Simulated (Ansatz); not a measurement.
The parent structure is KBr in the rock salt structure (space group Fm-3m, No. 225; a = 6.5491 Å).

Level of theory: Kohn–Sham DFT with the PBEsol functional, run in Ansatz (a program for electronic structure) with PAW and 420 eV plane waves, no spin-orbit coupling.

For the base:

Band gap: 4.34 eV
Width of the top valence band: 0.57 eV
Electron mass: 0.37 mₑ (at Γ)

Now apply this change: an isotropic linear strain of +0.50 %; the atoms relax in the strained cell.

Q: How does this affect the energy relative to the base?

A: The energy grows by 0.3 meV/atom.

Q: What happens to the band gap?

A: The band gap drops by 0.04 eV to 4.30 eV.

Q: How does this affect the width of the top valence band?

A: The width of the top valence band stays essentially unchanged (0.57 eV against 0.56 eV).

Q: Predict the new electron mass.

A: The electron mass is still 0.37 mₑ (at Γ).

Effective masses come from finite differences of ±0.01 Å⁻¹. Whether these cells are dynamically stable was not tested.
